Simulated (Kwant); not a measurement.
System: wire with an antidot in a Ge (holes) two-dimensional gas. Effective mass 0.06 mₑ, grid spacing 2 nm, hard walls, nominal width 60 nm (29 grid rows, so walls 60 nm apart), one parabolic valley, scattering region 180 nm long along x; energies count from the band bottom; Fermi energy 0.0113 eV. Hard-wall hole of radius 7.4 nm, 0 nm off the axis. Perpendicular field swept from 0 to 5.7 T, also in the leads; orbital effect alone.

Constants are typed, rounded textbook-type inputs, not results; the design itself was drawn at random and stands for no fabricated device.

Computed with Kwant: effective-mass tight-binding model on a square grid, one spin, coherent transport at 0 K. Conductance is in e²/h.

Density of the scattering states that come in from the left lead, at field = 1.4043 T, in bins, relative to the largest site value (x marks bins outside the device):

```
|                                            |
|  .... ...::.   ..:--:..                    |
|...::...:---:.  .-=+==-:.                   |
|.:---:::-=++-.  :=*##+=::..                 |
|:-===---=+**=:  -*%%#*=-:.................  |
|:-===---=*##+: .-*%%#+-::...................|
|:-=+=---=+##+-..-*%#*=::....................|
|:-=+=-::-=**+-..:+*+-.  ....................|
|:-=+=-:.:-=++-. :-=- xx   ..................|
|.-===-:..:=+=-. .--: xxx  ..................|
|.-==-:.  .-==:. .::. xxx   .............    |
|.:==-:.  .:==:   ::. xxx                    |
|.:==-:.  .-==:  .:-: xxx                    |
|.-==-:...:===:  .-=- xx                     |
|:-===-:.:=++=:  :=*+-.   ......        .....|
|-=++=-::-+**+:..-*%%*=-::...................|
|-=++=---=*##+-..-*@@%*=-:::...............::|
|-=++==--=*#*+-..-*@@%#+=-:::.............:::|
|--===---=+*+=:..-*%%%#+=-::...............::|
|::--::::--=--...:=+**+=-::......      ......|
|.........:::..  .:-=--::...                .|
|                  ....                      |
```
Scale: ten equal steps from 0.005 (start of ' ') to 0.992 (end of '@'), in the order ' .:-=+*#%@'; x runs from -86.0 to 86.0, y from -26.7 (bottom) to 26.7 (top).

The conductance there is 1.04 e²/h with 2 open channel(s) in the leads.
